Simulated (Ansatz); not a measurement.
The parent structure is BN in the rock salt structure (space group Fm-3m, No. 225; a = 3.483 Å; a hypothetical phase, not in the database extracts checked).

Computed with PBEsol (Ansatz, a program for electronic structure), scalar-relativistic without spin-orbit coupling.

Carriers are added at fixed cell with a uniform background; the Fermi–Dirac width is that of 300 K.

One change was made to it. Results:

The Fermi level relative to the doped band's edge (positive inside the band; to 0.05 eV) comes out as +0.65 eV; the gap between the host's bands goes up by 0.29 eV, from 1.29 eV to 1.58 eV; the gap character stays indirect, a point along ⟨110⟩, about 0.8 Å⁻¹ from Γ → X.

### Question
Name the change that was made.
A. electrons 7.0×10^20 cm⁻³
B. electrons 1.0×10^21 cm⁻³
C. holes 2.0×10^22 cm⁻³
D. holes 7.0×10^20 cm⁻³

### Answer
C, holes 2.0×10^22 cm⁻³. For comparison, the Fermi level from band edge in the other runs: electrons 7.0×10^20 cm⁻³ gives +0.25 eV; electrons 1.0×10^21 cm⁻³ gives +0.30 eV; holes 7.0×10^20 cm⁻³ gives +0.10 eV.

Carriers are added with a uniform compensating background; total energy and stress of such cells depend on the potential's zero and are not compared; many-body gap narrowing is missing at this level. Whether these cells are dynamically stable was not tested.
